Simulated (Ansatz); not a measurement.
```yaml
crystal:
  lattice:
    - [0.00000, 4.28987, 4.28987]
    - [4.28987, 0.00000, 4.28987]
    - [4.28987, 4.28987, 0.00000]
  atoms:
    - { symbol: Rb, position: [0.75000, 0.75000, 0.75000] }
    - { symbol: Rb, position: [0.25000, 0.25000, 0.25000] }
    - { symbol: Na, position: [0.50000, 0.50000, 0.50000] }
    - { symbol: Sc, position: [0.00000, 0.00000, 0.00000] }
    - { symbol: F, position: [0.76555, 0.23445, 0.23445] }
    - { symbol: F, position: [0.23445, 0.76555, 0.76555] }
    - { symbol: F, position: [0.23445, 0.76555, 0.23445] }
    - { symbol: F, position: [0.76555, 0.23445, 0.76555] }
    - { symbol: F, position: [0.23445, 0.23445, 0.76555] }
    - { symbol: F, position: [0.76555, 0.76555, 0.23445] }
```

The cell is a database entry relaxed within its symmetry; it need not be the phase found at ambient conditions. 

### Question
List the harmonic phonon frequencies (cm⁻¹; finite displacements on a 4×4×4 mesh, PBEsol density-functional theory in Ansatz (plane waves, PAW), k mesh 4×4×4) at q = (0.250, -0.500, -0.250), (0.000, 0.000, 0.000), (0.000, 0.000, 0.250), in fractions of this cell's reciprocal vectors. At Γ leave out the LO-TO shift.

### Answer

- (0.250, -0.500, -0.250): 62, 62, 66, 66, 76, 78, 78, 86, 104, 106, 106, 106, 140, 145, 145, 186, 186, 202, 216, 224, 224, 246, 285, 285, 396, 410, 476, 476, 488, 501
- (0.000, 0.000, 0.000): 0, 0, 0, 42, 42, 42, 76, 76, 76, 86, 86, 86, 132, 132, 132, 201, 201, 201, 228, 228, 228, 261, 261, 261, 386, 386, 462, 462, 462, 508
- (0.000, 0.000, 0.250): 40, 40, 58, 64, 64, 65, 72, 73, 73, 91, 91, 119, 127, 141, 141, 204, 204, 217, 222, 222, 252, 252, 255, 268, 393, 393, 456, 456, 507, 543

The PAW data sets were generated under PBE and serve the other functionals too.

Ansatz is a first-principles code.
